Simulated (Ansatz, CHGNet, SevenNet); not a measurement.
# SiSe₂ (Ibam, No. 72, 6 atoms in the cell; start mp-1179443): equilibrium volume per atom by level of theory

No measured value is used here.

```tsv
level (code)	value (Å³/atom)
CHGNet 0.3.0	34.87
SevenNet-0	35.34
LDA (Ansatz)	25.95
PBE (Ansatz)	36.68
PBEsol (Ansatz)	28.60
PBE-D3(BJ) (Ansatz)	27.04
PBE-D4 (Ansatz)	26.82
```

CHGNet 0.3.0, SevenNet-0: the cell has another shape than the first-principles one, perhaps another minimum in the same group. CHGNet 0.3.0, SevenNet-0, LDA, PBE, PBEsol, PBE-D3(BJ), PBE-D4: the relaxation could not lower the start's symmetry, so the cell can be a saddle point above a distorted one. Ansatz's density-functional and Hartree–Fock values are scalar-relativistic unless marked +SOC, with PAW data made under PBE.

Machine-learned potentials (CHGNet 0.3.0, SevenNet-0) are trained on DFT data: a solid inside that data is no test of them.

A start named mp-… is a Materials Project structure, which need not be a measured phase.

Ansatz is a first-principles code.
